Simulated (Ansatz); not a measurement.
Work function of faces of alpha gallium in PBE and in r2SCAN, in Ansatz (plane waves, PAW). Symmetric slabs relaxed with PBE from ideal cuts in 1x1 cells (the lowest computed cut and spin start of each face; real faces may reconstruct in larger cells); r2SCAN values are single points on them, with the bulk at the same level. No spin-orbit coupling, no U.

| face | PBE (eV) | r2SCAN (eV) |
|---|---|---|
| (010) | 4.46 | 4.67 |
| (100) | 4.25 | 4.42 |
| (101) | 4.16 | 4.33 |
| (110) | 4.09 | 4.24 |
| (111) | 4.24 | ? |
| (120) | 4.18 | 4.34 |
| (121) | 4.07 | 4.18 |
| (201) | 4.23 | 4.43 |
| (210) | 4.01 | 4.15 |

Question: Fit a straight line y = a·x + b by least squares to the 8 complete rows (x: PBE (eV); y: r2SCAN (eV)).

Answer: the means are x̄ = 4.1813 and ȳ = 4.3450; Σ(x − x̄)² = 0.13529 and Σ(x − x̄)(y − ȳ) = 0.16155, so a = 1.194 and b = ȳ − a·x̄ = -0.648. The largest residual is 0.032.

Question: What does the line predict for the withheld row, (111), and what did the calculation give?

Answer: the line gives 4.42; the calculation gave 4.40, a miss of -0.02, of the size of the fitted rows' scatter and rounding.

Ansatz is a first-principles code.
